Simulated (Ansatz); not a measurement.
## SrZrO3 (I4/mcm, No. 140, 10 atoms in the cell; start mp-5076; a measured phase of this formula has another space group): band gap by level of theory

No measured value is used here.

```tsv
level (code)	value (eV)
LDA (Ansatz)	3.68
PBEsol+SOC (Ansatz)	3.69
dielectric-dependent PBEsol hybrid (Ansatz)	5.64
HSE06+SOC (Ansatz)	[?]
PBE0 (Ansatz)	6.06
```

### Question
Complete the blanks.

### Answer

- HSE06+SOC (Ansatz, a quantum-chemistry and plane-wave program), value (eV): 5.27 (indirect)

Computed values are for a static lattice. Levels without +SOC have no spin–orbit coupling; where heavier elements are present it shifts gaps, mostly down, and can invert bands.  PBEsol+SOC: the gap is read on the k mesh or supercell of the run alone and can be too large. Values are at the PBEsol cell. Cutoffs and k meshes differ between the levels. Ansatz's density-functional and Hartree–Fock values are scalar-relativistic unless marked +SOC, with PAW data made under PBE.

A start named mp-… is a Materials Project structure, which need not be a measured phase.
